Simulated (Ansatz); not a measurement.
## Effect of x(Se) = 0.75, 8 atoms, Amm2 on ZnS

The parent structure is ZnS in the zinc blende structure (space group F-43m, No. 216; a = 5.443 Å).

The other end (x = 1) is ZnSe in the zinc blende structure (space group F-43m, No. 216): 23.55 Å³/atom, gap 1.15 eV.

Perturbation: a fraction x = 0.75 of the S sites is given to Se, ordered in a cell of 8 atoms (starting symmetry Amm2) and fully relaxed.

Calculations: DFT with PBE, PAW potentials and a 420 eV plane-wave cutoff in Ansatz (a quantum-chemistry and plane-wave program), no spin-orbit coupling. k-mesh 8×5×5 (Γ-centred); smearing 0.05 eV (Fermi–Dirac), for the changed cell.

The density grows by 0.843 g/cm³ (4.01 g/cm³ → 4.86 g/cm³) and the shortest interatomic distance rises by 0.025 Å to 2.382 Å. The band gap drops by 0.772 eV (2.02 eV → 1.24 eV) and the gap character (in this cell's own zone, which can be folded) is still direct at Γ. The electron mass changes from 0.17 mₑ (at Γ) to 0.11 mₑ (at Γ) and the valence-band top at Γ (three highest levels, from the VBM) becomes 0.00, -0.03, -0.05 eV (base: 0.00, 0.00, 0.00 eV). The mixing energy amounts to +9 meV/atom and the deviation of the volume from the linear (Vegard-type) interpolation amounts to -0.1 %. The bowing parameter b of this ordering, from Eg = [1−x] Eg[0] + x Eg[1] − b x [1−x], amounts to 0.7 eV and the mean first-shell distances is S–Zn 2.394 Å (end compound 2.357 Å), Se–Zn 2.471 Å (end compound 2.483 Å).

Final structure:

```xyz
8
Lattice="4.0024 0.0000 0.0000 0.0000 4.0035 5.6603 0.0000 -4.0035 5.6603" Properties=species:S:1:pos:R:3 pbc="T T T"
S      2.0012     0.0000     7.0716
Se     0.0000     1.9941     4.2447
Se     0.0000    -1.9941     4.2447
Se     2.0012     0.0000     1.4226
Zn     0.0000     0.0000    11.3157
Zn     2.0012     1.9402     8.4533
Zn     2.0012    -1.9402     8.4533
Zn     0.0000     0.0000     5.7371
```

Each cell is one ordered arrangement of few atoms, which overstates ordering effects compared with a random alloy. Effective masses come from finite differences of ±0.01 Å⁻¹. Whether these cells are dynamically stable was not tested. Labels are those of the standard path for the cell's own space group.
